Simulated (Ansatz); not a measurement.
# SnGe (model structure, started from the NiAs type, P6₃/mmc, No. 194, 4 atoms in the cell)

Method: LDA in Ansatz (PAW).

Numerical settings: plane-wave cutoff 520 eV, 18×18×10 k mesh (along the axes of the cell as run), Fermi–Dirac smearing 0.05 eV, scalar-relativistic PAW data made under PBE.

Cell (relaxed at this level):

```
CELL_PARAMETERS angstrom
      3.89135     0.00000     0.00000
     -1.94567     3.37001     0.00000
      0.00000     0.00000     7.00407
ATOMIC_POSITIONS crystal
  Sn 0.00000 0.00000 0.00000
  Sn 0.00000 0.00000 0.50000
  Ge 0.33333 0.66667 0.25000
  Ge 0.66667 0.33333 0.75000
```

* **band gap**: none
* **bulk modulus B0**: 62.4 GPa

Note: the bulk modulus is −V dP/dV from two relaxed cells at ±2 % in volume; the relaxation could raise the start's symmetry but not lower it, so the cell can be a saddle point.

Spin–orbit coupling is not included; it can open a gap where bands touch, and shift volumes and moduli.

Computed values are for the static lattice.

The result took roughly 3 core-minutes.

A model structure was made by putting elements into a prototype or built by hand; it is no filed structure, need not be a known phase, and can be a saddle point held by its symmetry.

Ansatz is a quantum-chemistry and plane-wave program.
